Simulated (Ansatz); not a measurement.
# Lattice constant a of diamond and zinc-blende semiconductors: r2SCAN against PBE

Ansatz (plane waves, PAW); cells keep the symmetry of their structure type. Ansatz (a quantum-chemistry and plane-wave program) is a plane-wave DFT program; potentials: the later of its two PAW sets. Static lattice, each level relaxed to under 0.1 GPa.

Here x stands for PBE a and y for r2SCAN less PBE.

| solid | PBE a (Å) | r2SCAN less PBE (Å) |
|---|---|---|
| BN | 3.625 | -0.015 |
| AlN | 4.403 | -0.033 |
| GaN | 4.548 | -0.051 |
| GaP | 5.506 | -0.055 |
| ZnSe | 5.733 | -0.068 |
| InAs | 6.186 | -0.078 |
| GaSb | 6.214 | -0.082 |
| CdTe | 6.618 | -0.060 |
| InSb | 6.635 | ? |

**Question.** Using a straight line, estimate the missing y at x = 6.635 from the other rows, showing the fit.

**Answer.** With u = x - 5.4, the rows have u = -1.7750, -0.9970, -0.8520, 0.1060, 0.3330, 0.7860, 0.8140, 1.2180. Means: u -0.045875, y -0.0553. About the means, the sum of products is -0.14691 and the sum of squares of u is 7.7397; the slope is their ratio. Least squares gives y = -0.0561 - 0.01898·u. Residuals (row less fit): 0.0074, 0.0042, -0.0111, 0.0031, -0.0056, -0.0070, -0.0105, 0.0192; standard error 0.0113 (degrees of freedom: 6). The slope is -0.0190 with a standard error of 0.0041. At the withheld row, u = 1.2350, so y = -0.0561 - 0.01898 × 1.2350 = -0.0795 Å. The calculation gives -0.079 Å, 0.0005 Å above the prediction (0.7 % of the range of y in the table). The row lies outside the fitted rows, so this is an extrapolation. From the scatter of the fitted rows alone, a prediction at this place has a standard error of 0.0130 Å, so the miss is 0.0 times that.

AlN is here a metastable form; wurtzite is the usual one. GaN is here a metastable form; wurtzite is the usual one. The rows are a random draw from the solids of this series computed here; series whose standard error about the line passes 12 to 30 % of the range of y, or with no trend, aren't shown in this form.
